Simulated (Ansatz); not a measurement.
The starting structures come from a database of crystals and need not be the phases stable at ambient conditions.

Input:

```
K2OsCl4O2
1.0
    7.22629     0.00000     0.00000
    0.00000     8.78826     0.00000
    3.61314     4.39413     3.61314
K Os Cl O
2 1 4 2
Direct
  0.50000   0.75000   0.00000
  0.50000   0.25000   0.00000
  0.00000   0.00000   0.00000
  0.47298   0.23649   0.52702
  0.52702   0.76351   0.47298
  0.00000   0.76351   0.47298
  0.00000   0.23649   0.52702
  0.00000   0.19985   0.00000
  0.00000   0.80015   0.00000
```

Space group of this cell: I4/mmm. The cell is taken as given; by PBEsol its mean pressure is -2.3 GPa.

Transport runs along the normal of the first two printed cell vectors, the (100) plane of the conventional cell.

The gap is the functional's own, uncorrected, and κ follows it; spin-orbit coupling is left out. Mid-gap values are interpolated between the computed energies.

Q: Give the band gap and the smallest decay constant κ at mid-gap that PBEsol (Ansatz, an electronic-structure program) yields.

A: Gap 1.66 eV on a 8×8×8 mesh; κ = 0.386 1/Å, at (0.500, 0.000) of the in-plane reciprocal vectors. At the zone centre, at the nearest computed energy, the slowest state has κ = 0.44 1/Å.
